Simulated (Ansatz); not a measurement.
**GeS (model structure, started from the h-BN type, P6₃/mmc, No. 194, 4 atoms in the cell): properties by level of theory**

```
level (code)         lattice constant a (Å)  lattice parameter c (Å)
-------------------  ----------------------  -----------------------
PBE (Ansatz)                          4.584                    5.484
PBEsol (Ansatz)                       4.510                    5.384
PBE-D3(BJ) (Ansatz)                   4.595                    5.569
```

Caveats: a distance lies near a switch of the dispersion term, which can move the cell (PBE-D3(BJ)). Ansatz's density-functional and Hartree–Fock values are scalar-relativistic unless marked +SOC, with PAW data made under PBE.

A model structure was made by putting elements into a prototype or built by hand; it is no filed structure, need not be a known phase, and can be a saddle point held by its symmetry.

Ansatz is an electronic-structure program.
